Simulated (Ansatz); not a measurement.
Effect of isotropic strain +3.00 % on TiAl

Take TiAl (space group P4/mmm, No. 123; a = 2.813 Å, c = 4.062 Å; relaxed with 0.1 eV smearing) as the base.

One thing is altered: every lattice vector is stretched by 3.00 %, atoms relaxed at fixed cell.

Level of theory: r2SCAN/PAW in Ansatz (a quantum-chemistry and plane-wave program), scalar-relativistic without spin-orbit coupling. Settings: 20×20×14 k-points, 0.1 eV Fermi–Dirac smearing.

```tsv
quantity	base	changed	shift
volume per atom	16.07 Å³	17.56 Å³	+1.49 Å³
space group	P4/mmm (No. 123)	P4/mmm (No. 123)	–
energy relative to the base (free energy F)	0 meV/atom	+45 meV/atom	+45 meV/atom
pressure (mean of the normal stresses, compression positive)	0.0 GPa	-9.0 GPa	-9.0 GPa
band gap	zero	zero	–
```

Final structure:

```
CELL_PARAMETERS angstrom
      2.89709     0.00000     0.00000
      0.00000     2.89709     0.00000
      0.00000     0.00000     4.18345
ATOMIC_POSITIONS crystal
  Ti 0.00000 0.00000 0.00000
  Al 0.50000 0.50000 0.50000
```

Whether these cells are dynamically stable was not tested. The final runs are not spin-polarised.
